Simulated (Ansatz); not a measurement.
The starting structures come from a database of crystals and need not be the phases stable at ambient conditions.

 Where the default PAW files enter, the runs use the earlier of Ansatz's two default sets.

Tunnelling through a barrier is set by its complex band structure: the current falls as exp(−2κd) with the smallest κ.

Given:

```
CELL_PARAMETERS angstrom
      4.52167     0.00000     0.00000
      0.72775     4.46272     0.00000
      1.62707    -2.46080     5.00352
ATOMIC_POSITIONS crystal
  P  0.93870 0.02359 0.33399
  P  0.06130 0.97641 0.66601
  P  0.31040 0.22731 0.16601
  P  0.68960 0.77269 0.83399
  Pd 0.50000 0.50000 0.50000
  Pd 0.00000 0.50000 0.00000
```

Space group of this cell: C2/c. The cell is taken as given; by r2SCAN its mean pressure is 0.6 GPa.

Transport runs along the normal of the first two printed cell vectors.

No gap correction and no spin-orbit coupling; mid-gap values are interpolated between computed energies.

Question: Give the band gap and the smallest decay constant κ at mid-gap that r2SCAN in Ansatz (an electronic-structure program) yields.

Answer: Gap 0.59 eV on a 8×8×8 mesh; κ = 0.132 1/Å, at (0.250, 0.125) of the in-plane reciprocal vectors. At the zone centre, at the nearest computed energy, the slowest state has κ = 0.18 1/Å.
